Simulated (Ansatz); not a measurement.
The reference is GaSb in the zinc blende structure (space group F-43m, No. 216; a = 6.214 Å).

Modification: full substitution Sb → N; the structure is relaxed again.

Method: PBE, PAW, 420 eV (Ansatz, a quantum-chemistry and plane-wave program; no SOC), earlier PAW set.

Task: Give the band edges at the high-symmetry points of the new zone, measured from its valence-band maximum.

Result: 
```json
[
 {"point": "Γ", "valence edge (eV)": "0.00", "conduction edge (eV)": "1.54"},
 {"point": "X", "valence edge (eV)": "-2.60", "conduction edge (eV)": "3.35"},
 {"point": "U", "valence edge (eV)": "-2.09", "conduction edge (eV)": "4.95"},
 {"point": "K", "valence edge (eV)": "-2.09", "conduction edge (eV)": "4.95"},
 {"point": "L", "valence edge (eV)": "-0.93", "conduction edge (eV)": "4.45"},
 {"point": "W", "valence edge (eV)": "-3.50", "conduction edge (eV)": "6.17"}
]
```

The gap is 1.54 eV, direct at Γ.

Spin-orbit coupling, missing from the scalar runs, can matter with Sb. No phonon test of stability was made. The final runs are not spin-polarised. This is not the structure that GaN has at room temperature and ambient pressure.
